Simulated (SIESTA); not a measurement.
SIESTA run on AlNi (Pm-3m, 2 atoms in the cell): self-consistent single point.

Level of theory: LDA PW92, numerical atomic orbitals DZP, PseudoDojo LDA standard norm-conserving potentials (rewritten from UPF to PSML) (SIESTA).

```
AlNi
1.0
    2.86686     0.00000     0.00000
    0.00000     2.86686     0.00000
    0.00000     0.00000     2.86686
Al Ni
1 1
Cartesian
  1.43343   1.43343   1.43343
  0.00000   0.00000   0.00000
```

Reference input (self-consistent single point, DFT, GGA PBE, numerical atomic orbitals DZP, PseudoDojo PBE standard norm-conserving potentials (rewritten from UPF to PSML)): XC.functional = GGA; XC.authors = PBE; potentials = PseudoDojo PBE standard; PAO.BasisSize = DZP; PAO.EnergyShift = 0.01 Ry; MeshCutoff = 300 Ry; kgrid.MonkhorstPack = 11 11 11; OccupationFunction = MP; OccupationMPOrder = 0; ElectronicTemperature = 0.136 eV; MaxSCFIterations = 150; SCF.Mixer.Method = Pulay. This run's input differs from it in these lines:

```diff
@@ -1,2 +1,2 @@
-# files in the folder: Al.psml Ni.psml (PseudoDojo PBE standard)
+# files in the folder: Al.psml Ni.psml (PseudoDojo LDA standard)
 SystemName  AlNi
@@ -22,4 +22,4 @@
 
-XC.functional                GGA
-XC.authors                   PBE
+XC.functional                LDA
+XC.authors                   PW92
 PAO.BasisSize                DZP
```

Output, abridged:

```
        iscf     Eharris(eV)        E_KS(eV)     FreeEng(eV)     dDmax    Ef(eV) dHmax(eV)
   scf:    1    -4574.120146    -4611.876888    -4611.899396  1.421947 -2.610046 26.567271
   scf:    2    -4608.191145    -4623.587396    -4623.593097  0.565273 -5.901339 12.070383
   scf:    3    -4628.073404    -4626.876705    -4626.886048  0.098121 -5.085991  1.301569
   scf:    4    -4625.722415    -4626.583616    -4626.597346  0.048418 -4.651946  4.004646
   scf:    5    -4626.888103    -4626.933303    -4626.943390  0.050326 -5.018842  0.591499
   scf:    6    -4626.934899    -4626.940321    -4626.951135  0.008996 -4.955816  0.207282
   scf:    7    -4626.941473    -4626.941372    -4626.951999  0.002124 -4.975565  0.027009
   scf:    8    -4626.941374    -4626.941374    -4626.952010  0.000070 -4.974801  0.016568
   scf:    9    -4626.941353    -4626.941366    -4626.952016  0.000156 -4.973642  0.000508
   scf:   10    -4626.941366    -4626.941366    -4626.952016  0.000001 -4.973632  0.000382
SCF Convergence by DM+H criterion
max |DM_out - DM_in|         :     0.0000013872
max |H_out - H_in|      (eV) :     0.0003816198
SCF cycle converged after 10 iterations

Using DM_out to compute the final energy and forces

siesta: E_KS(eV) =            -4626.9414

siesta: E_KS - E_eggbox =     -4626.9414

siesta: Atomic forces (eV/Ang):
     1   -0.000000   -0.000000    0.000000
     2   -0.000000    0.000000   -0.000000
   Tot   -0.000000    0.000000   -0.000000
   Max    0.000000
   Res    0.000000    sqrt( Sum f_i^2 / 3N )
   Max    0.000000    constrained

Stress tensor Voigt[x,y,z,yz,xz,xy] (kbar):       82.46       82.46       82.46        0.00       -0.00        0.00
(Free)E + p*V (eV/cell)    -4628.1647
Target enthalpy (eV/cell)    -4626.9520

siesta: Program's energy decomposition (eV):
siesta: FreeEng =     -4626.952016

   [... lines left out ...]
siesta:     0.051467    0.000000    0.000000
siesta:     0.000000    0.051467    0.000000
siesta:    -0.000000    0.000000    0.051467

siesta: Cell volume =         23.562372 Ang**3

siesta: Pressure (static):
siesta:                Solid            Molecule  Units
siesta:          -0.00056054         -0.00056054  Ry/Bohr**3
siesta:          -0.05146667         -0.05146667  eV/Ang**3
siesta:         -82.45870124        -82.45870125  kBar
```

The run converged in 10 iterations. Against the reference run the pressure goes from 2.62 to -8.25 GPa.

The starting cell comes from a database of computed structures (which also holds hypothetical and non-ambient phases and stackings), without a prior relaxation at this level. Its lattice was rescaled by a random factor within 2.5 % of one. Spin polarisation is off. Values carry the incompleteness of an atom-centred basis. With a pressure of about -8 GPa the cell is away from its equilibrium volume at this level.
